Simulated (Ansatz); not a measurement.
Results of r²SCAN+rVV10 in Ansatz (PAW) for ScBeNO (model structure, started from the AlSiCN type, P3m1, No. 156, 4 atoms in the cell).

Settings: plane-wave cutoff 560 eV, 12×12×6 k mesh (along the axes of the cell as run), Fermi–Dirac smearing 0.01 eV, scalar-relativistic PAW data made under PBE.

Cell (relaxed at this level):

BeScNO is taken in the trigonal space group P3m1 (No. 156), Pearson symbol hP4. Conventional cell: a = b = 3.2734 Å, c = 4.8109 Å, α = β = 90.00°, γ = 120.00°. Sc on 1b is surrounded by 3 N at 1.991 Å and 1 O at 2.065 Å and 1 O at 2.746 Å. Be on 1c is coordinated by 1 N at 1.609 Å and 3 O at 1.958 Å (tetrahedral). O on 1b sees 3 Be at 1.958 Å and 1 Sc at 2.065 Å and 1 Sc at 2.746 Å. N on 1c has 1 Be at 1.609 Å and 3 Sc at 1.991 Å (tetrahedral). (Neighbours: up to the widest gap in distance over summed covalent radii, below 1.35, at either atom; cation-cation and far metal-metal contacts left out.)

**Question.** Predict the band gap and direct gap at Γ.

**Answer.** 
* **band gap**: 3.59 eV (on the SCF k mesh)
* **direct gap at Γ**: 4.65 eV

Note: the relaxation could raise the start's symmetry but not lower it, so the cell can be a saddle point.

A model structure was made by putting elements into a prototype or built by hand; it is no filed structure, need not be a known phase, and can be a saddle point held by its symmetry.

Ansatz is an electronic-structure program.
